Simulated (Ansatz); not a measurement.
We consider fluorite TbO2 (cell taken from a computed entry), described by r²SCAN in Ansatz (PAW).

Settings: plane-wave cutoff 500 eV, 12×12×12 k mesh, Fermi–Dirac smearing 0.05 eV, spin-polarised start, scalar-relativistic PAW data made under PBE.

Computed at the level's own relaxed cell.

Question: What does this level give for the volume per atom and equilibrium lattice constant a?

Answer: 
- volume per atom = 12.16 Å³/atom
- equilibrium lattice constant a = 5.265 Å

Note: the magnetic order was assumed, not searched for or taken from measurement; the relaxation could not lower the start's symmetry, so the cell can be a saddle point above a distorted one; the 4f shell is treated without U or exact exchange, so its levels and filling can be wrong.

Spin–orbit coupling is not included.

Computed values are for the static lattice.

The result took roughly 4 core-minutes.

Ansatz is a program for electronic structure.
